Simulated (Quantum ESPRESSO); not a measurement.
Input and output of a self-consistent single point for Mg2ZnO3 (P-3m1, 6 atoms in the cell) (Quantum ESPRESSO).

Method of the run: PBEsol, GBRV 1.5 ultrasoft (PBESOL) pseudopotentials (plane waves; Quantum ESPRESSO).

The change in words: lattice scaled by 0.98. Reference geometry:
```
CELL_PARAMETERS angstrom
      3.02602     0.00000     0.00000
     -1.51301     2.62061     0.00000
      0.00000     0.00000     7.38629
ATOMIC_POSITIONS crystal
  Mg 0.33333 0.66667 0.66580
  Mg 0.66667 0.33333 0.33420
  Zn 0.00000 0.00000 0.00000
  O  0.33333 0.66667 0.17262
  O  0.66667 0.33333 0.82738
  O  0.00000 0.00000 0.50000
```

Reference input (self-consistent single point, DFT, PBEsol, plane waves, GBRV 1.5 ultrasoft (PBESOL) pseudopotentials): ecutwfc = 50 Ry; ecutrho = 250 Ry; occupations = fixed; potentials = {Mg: mg_pbesol_v1.4.uspp.F.UPF, Zn: zn_pbesol_v1.uspp.F.UPF, O: o_pbesol_v1.2.uspp.F.UPF}; K_POINTS = automatic 10 10 4 0 0 0; nbnd = 33; conv_thr = 1e-10 Ry; mixing_beta = 0.7. This run's input differs from it in these lines:

```diff
@@ -10,4 +10,4 @@
    ibrav = 4
-   celldm(1) = 5.7183569814
-   celldm(3) = 2.440922978754
+   celldm(1) = 5.6039906008
+   celldm(3) = 2.440922594194
    nat = 6
```

Log, with long lists cut:

```
     Self-consistent Calculation

     iteration #  1     ecut=    50.00 Ry     beta= 0.70

     total energy              =    -807.11535332 Ry
     estimated scf accuracy    <       2.61726720 Ry

     iteration #  2     ecut=    50.00 Ry     beta= 0.70

     total energy              =    -805.94443372 Ry
     estimated scf accuracy    <      12.47214868 Ry

     iteration #  3     ecut=    50.00 Ry     beta= 0.70

     total energy              =    -808.63552010 Ry
     estimated scf accuracy    <       1.20011022 Ry

   [... 7 blocks of this kind left out ...]

     iteration # 11     ecut=    50.00 Ry     beta= 0.70

     total energy              =    -808.73136362 Ry
     estimated scf accuracy    <          1.4E-09 Ry

     iteration # 12     ecut=    50.00 Ry     beta= 0.70
     End of self-consistent calculation

     highest occupied, lowest unoccupied level (ev):     9.6929   12.9904

!    total energy              =    -808.73136362 Ry
     estimated scf accuracy    <          9.3E-11 Ry

     convergence has been achieved in  12 iterations

     Forces acting on atoms (cartesian axes, Ry/au):

     atom    1 type  1   force =    -0.00000000   -0.00000000   -0.00043845
     atom    2 type  1   force =     0.00000000    0.00000000    0.00043845
     atom    3 type  2   force =     0.00000000    0.00000000    0.00000000
     atom    4 type  3   force =     0.00000000    0.00000000   -0.00305693
     atom    5 type  3   force =     0.00000000    0.00000000    0.00305693
     atom    6 type  3   force =    -0.00000000    0.00000000    0.00000000

     Total force =     0.004367     Total SCF correction =     0.000005

          total   stress  (Ry/bohr**3)                   (kbar)     P=       53.56
   0.00036760   0.00000000   0.00000000           54.08        0.00        0.00
   0.00000000   0.00036760   0.00000000            0.00       54.08        0.00
   0.00000000   0.00000000   0.00035717            0.00        0.00       52.54

   JOB DONE.
```

The run converged in 12 iterations. Against the reference run the free energy rises by 1.7 meV/atom, the pressure goes from -4.86 to 5.36 GPa, the largest force goes from 0.140 to 0.079 eV/Å and the gap on the mesh goes from 2.871 to 3.298 eV.

The starting cell comes from a database of computed structures (which also holds hypothetical and non-ambient phases and stackings), without a prior relaxation at this level. Its lattice was rescaled by a random factor within 2.5 % of one. For this run, on top of that: lattice scaled by 0.98. With a pressure of about 5 GPa the cell is away from its equilibrium volume at this level.

Cost on one core of a shared machine: roughly 40 s.
